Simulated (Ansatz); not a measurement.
**ZnS, response to strain**

Start from ZnS in the wurtzite structure (space group P6_3mc, No. 186; a = 3.8070 Å, c = 6.2462 Å). Axes: x lies along a and z along c of the hexagonal cell.

Strains are applied to the cell and any free atomic positions relax; under biaxial strain the out-of-plane vector relaxes too.

Method: r2SCAN (Ansatz, a quantum-chemistry and plane-wave program; PAW; 500 eV plane waves; scalar-relativistic without spin-orbit coupling), earlier PAW set.

Notes on the quantities. pressure: mean of the normal stresses, compression positive.

```json
[
 {"change": "base", "pressure": "0.00 GPa", "shortest interatomic distance": "2.334 Å", "electron mass": "0.18 mₑ along c, 0.21 mₑ across (at Γ)", "band gap": "2.77 eV", "space group": "P6_3mc (No. 186)"},
 {"change": "biaxial strain −2.15 %, plane normal [001], relaxed out of plane", "pressure": "2.43 GPa", "shortest interatomic distance": "2.308 Å", "electron mass": "0.16 mₑ out of plane, 0.23 mₑ in plane (at Γ)", "band gap": "2.77 eV", "space group": "P6_3mc (No. 186)"},
 {"change": "biaxial strain +0.59 %, plane normal [001], relaxed out of plane", "pressure": "-0.62 GPa", "shortest interatomic distance": "2.340 Å", "electron mass": "0.18 mₑ along k, 0.20 mₑ across (at Γ)", "band gap": "2.76 eV", "space group": "P6_3mc (No. 186)"},
 {"change": "biaxial strain +3.15 %, plane normal [001], relaxed out of plane", "pressure": "-3.02 GPa", "shortest interatomic distance": "2.348 Å", "electron mass": "0.19 mₑ (at Γ)", "band gap": "2.54 eV", "space group": "P6_3mc (No. 186)"},
 {"change": "isotropic strain −1.69 %", "pressure": "4.44 GPa", "shortest interatomic distance": "2.295 Å", "electron mass": "0.18 mₑ along c, 0.22 mₑ across (at Γ)", "band gap": "3.02 eV", "space group": "P6_3mc (No. 186)"},
 {"change": "isotropic strain +5.88 %", "pressure": "-9.23 GPa", "shortest interatomic distance": "2.468 Å", "electron mass": "0.16 mₑ along c, 0.17 mₑ across (at Γ)", "band gap": "2.00 eV", "space group": "P6_3mc (No. 186)"},
 {"change": "uniaxial strain ε_xx = +4.55 %", "pressure": "-3.13 GPa", "shortest interatomic distance": "2.359 Å", "electron mass": "0.20 mₑ along y, 0.18 mₑ across (at Γ)", "band gap": "2.52 eV", "space group": "Cmc2_1 (No. 36)"},
 {"change": "uniaxial strain ε_yy = −3.50 %", "pressure": "2.90 GPa", "shortest interatomic distance": "2.301 Å", "electron mass": "0.21 mₑ along x, 0.23 mₑ along y, 0.17 mₑ along z (at Γ)", "band gap": "2.79 eV", "space group": "Cmc2_1 (No. 36)"},
 {"change": "uniaxial strain ε_zz = −1.08 %", "pressure": "?", "shortest interatomic distance": "2.324 Å", "electron mass": "?", "band gap": "?", "space group": "P6_3mc (No. 186)"},
 {"change": "tensor shear ε_xy = +3.10 %", "pressure": "-0.01 GPa", "shortest interatomic distance": "2.324 Å", "electron mass": "–", "band gap": "2.61 eV", "space group": "P2_1 (No. 4)"}
]
```

Question: Complete the table.

Answer: 
- uniaxial strain ε_zz = −1.08 %, pressure: 0.89 GPa
- uniaxial strain ε_zz = −1.08 %, electron mass: 0.18 mₑ along z, 0.21 mₑ across (at Γ)
- uniaxial strain ε_zz = −1.08 %, band gap: 2.86 eV

Effective masses come from finite differences of ±0.01 Å⁻¹. Along k means along the line from Γ to the band edge. Stability against distortions was not tested.
